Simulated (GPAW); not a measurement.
Worked example: self-consistent single point of MgB2 (P6/mmm, 3 atoms in the cell) in GPAW.

Method of the run: PBEsol, GPAW PAW datasets PBEsol (made by gpaw-setup) (plane waves; GPAW).

```
MgB2
1.0
    1.54500    -2.67602     0.00000
    1.54500     2.67602     0.00000
    0.00000     0.00000     3.52000
Mg B
1 2
Direct
  0.00000   0.00000   0.00000
  0.33333   0.66667   0.50000
  0.66667   0.33333   0.50000
```

Reference input (self-consistent single point, DFT PBE, plane waves, GPAW PAW datasets PBE (gpaw-data 1.0.1)): mode = pw; ecut = 950 eV; xc = PBE; kpts = 12 12 9; mesh shift (steps) = 0 0 0; occupations.name = fermi-dirac; occupations.width = 0.05 eV; nbands = -7; symmetry.symmorphic = false; symmetry.tolerance = 0.0005; maxiter = 100. This run's input differs from it in these lines:

```diff
@@ -14,3 +14,3 @@
 calc = GPAW(mode=PW(950),
-            xc='PBE',
+            xc='PBEsol',
             kpts={'size': (12, 12, 9), 'gamma': True},
```

Its files differ too (potentials: GPAW PAW datasets PBEsol (made by gpaw-setup)).

Output (repeated stretches shortened):

```
     iter     time        total  log10-change:
                         energy   eigst   dens
iter:   1 --:--:--   -17.851902
iter:   2 --:--:--   -17.599794   -0.86  -0.96
iter:   3 --:--:--   -16.457232   -0.89  -1.00
iter:   4 --:--:--   -16.430808   -2.68  -1.60
iter:   5 --:--:--   -16.450709   -2.80  -1.66
iter:   6 --:--:--   -16.433609   -3.01  -1.94
iter:   7 --:--:--   -16.433462   -4.77  -2.64
iter:   8 --:--:--   -16.433412c  -5.26  -3.02
iter:   9 --:--:--   -16.433412c  -6.36  -3.98
iter:  10 --:--:--   -16.433413c  -7.10  -3.96
iter:  11 --:--:--   -16.433412c  -8.40c -4.24c
Converged after 11 iterations.

Dipole moment: (0.000000, -0.000000, 0.000000) |e|*Ang

Energy contributions relative to reference atoms: (reference = -6769.400023)

Kinetic:        +10.017379
Potential:       -6.191156
External:        +0.000000
XC:             -20.222975
Entropy (-ST):   -0.004168
Local:           -0.034576
SIC:             +0.000000
--------------------------
Free energy:    -16.435496
Extrapolated:   -16.433412

Showing only first 2 kpts
 Kpt  Band  Eigenvalues  Occupancy
  0     6      7.47387    0.00085
  0     7      7.47389    0.00085
  0     8      8.78363    0.00000
  0     9     13.35643    0.00000

  1     6      7.51504    0.00037
  1     7      7.51506    0.00037
  1     8      9.83641    0.00000
  1     9     13.39261    0.00000

Fermi level: 7.08569

No gap
No difference between direct/indirect transitions
Energy (eV): -16.433412

Forces in eV/Ang:
  0 Mg    0.00000    0.00000    0.00000
  1 B    -0.00000   -0.00000    0.00000
  2 B     0.00000    0.00000    0.00000

Stress tensor:
     0.024847     0.000000     0.000000
     0.000000     0.024847     0.000000
     0.000000     0.000000     0.016937
Stress (GPa, Voigt): [3.9809 3.9809 2.7136 0.     0.     0.    ]
```

The run converged in 11 iterations. GPAW prints stress with tension positive. 

At such cutoffs GPAW's stress carries a finite-basis (Pulay) error, which enters relaxed cells too; its log prints stress with tension positive.

The starting cell has typed, rounded lattice constants, without a prior relaxation at this level.

Cost on one core of a shared machine: roughly 30 s.
